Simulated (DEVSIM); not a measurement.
Structure: Cr/Al2O3/p-Ge capacitor, at 350 K.

Layer 1 from the left is Al2O3, thickness (nm) 17.0. Layer 2 from the left is Ge, thickness (nm) 3600, Na (cm⁻³) 2.8e16.

Metal gate on the left, work function 4.5 eV. Fixed charge at the semiconductor interface -6.4e11 cm⁻² (in units of +e); no interface traps.

The device is made up for the run: typed textbook-type constants, with dimensions and the other settings drawn at random. Values at 300 K; Nc and Nv go as T^1.5, mobilities as T to minus their exponent, the gap by Varshni's rule with the affinity fixed.

Al2O3: gap (eV) 6.8, affinity (eV) 1.35, permittivity 9. Ge: gap (eV) 0.664, affinity (eV) 4, permittivity 16, Nc (cm⁻³) 1.04e19, Nv (cm⁻³) 6e18, Varshni α (eV/K) 0.000477, Varshni β (K) 235.

DEVSIM, 1D Poisson equation in equilibrium, Boltzmann statistics, complete ionisation; no quantum confinement or tunnelling. Metal contacts follow the ideal Schottky-Mott rule: no Fermi-level pinning, no interface dipoles.

Task: What does the simulation give for the threshold voltage (band bending 2φF), the flat-band voltage, the minimum of the low-frequency capacitance?

Result: threshold voltage (band bending 2φF) 0.66 V; flat-band voltage 0.24 V; minimum of the low-frequency capacitance 0.109 μF/cm².
